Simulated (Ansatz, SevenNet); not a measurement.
For Al₂Cu (model structure, started from the Al2Cu type, I4/mcm, No. 140, 6 atoms in the cell), the machine-learned potential SevenNet-l3i5 (trained on PBE and PBE+U data) gives:

| Property | Result |
|---|---|
| lattice parameter a | 6.046 Å |
| c axis length | 4.874 Å |
| bulk modulus B0 | 97.8 GPa |

Q: What does r²SCAN (Ansatz, a quantum-chemistry and plane-wave program, PAW) give for the same quantities?

A: 
- lattice constant a: 5.997 Å (decreases by 0.8 %)
- lattice parameter c: 4.805 Å (drops by 1.4 %)
- bulk modulus: 114 GPa (rises by 17 %)

Changes are worked out from the printed values.

Unless a cell is named, each level is at its own relaxed cell (SevenNet-l3i5 14.85, r²SCAN 14.40 Å³/atom).

Caveats: the bulk modulus is −V dP/dV from two relaxed cells at ±2 % in volume (r²SCAN). Ansatz's density-functional and Hartree–Fock values are scalar-relativistic unless marked +SOC, with PAW data made under PBE.

A model structure was made by putting elements into a prototype or built by hand; here it ended with the formula and space group of a phase in our tables.
